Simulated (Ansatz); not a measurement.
MgO (Fm-3m), HSE06, rigid bands (Ansatz, a program for electronic structure): band gap 6.47 eV, N_c = 5.38e18 cm⁻³ and N_v = 2.76e20 cm⁻³ at 300 K, conductivity masses of 0.362 mₑ (electrons) and 2.14 mₑ (holes). Take k_BT = 0.02585 eV.

What thermal injection velocity √(2k_BT/πm) limits a ballistic channel?

8.94e6 cm/s for electrons and 3.68e6 cm/s for holes, a ratio of √(m_h/m_e) = 2.43, for dilute carriers.

Find the intrinsic carrier density and the intrinsic Fermi level.

n_i = √(N_c N_v) exp(−E_g/2k_BT) = 3.85e19 × exp(−125.14) = 1.7e-35 cm⁻³. The level lies (k_BT/2) ln(N_v/N_c) = 51 meV from mid-gap (positive towards the conduction band). Each 0.1 eV added to the gap lowers n_i by a factor of 6.9.

A film of it is 2 nm thick. Estimate the confinement energies in an infinite well.

ħ²π²/(2m t²) = 0.376 eV·nm²/(m/mₑ × t²) gives 260 meV for electrons and 43.9 meV for holes, so the gap would widen to about 6.77 eV. Finite barriers and nonparabolic bands lower this, and with several valleys or bands the heaviest mass along the normal sets the lowest level, not this average.

Rigid, parabolic bands with the computed gap; masses take one relaxation time for all states. Spin-orbit coupling is left out. Geometry: cell and atoms relaxed with PBEsol.
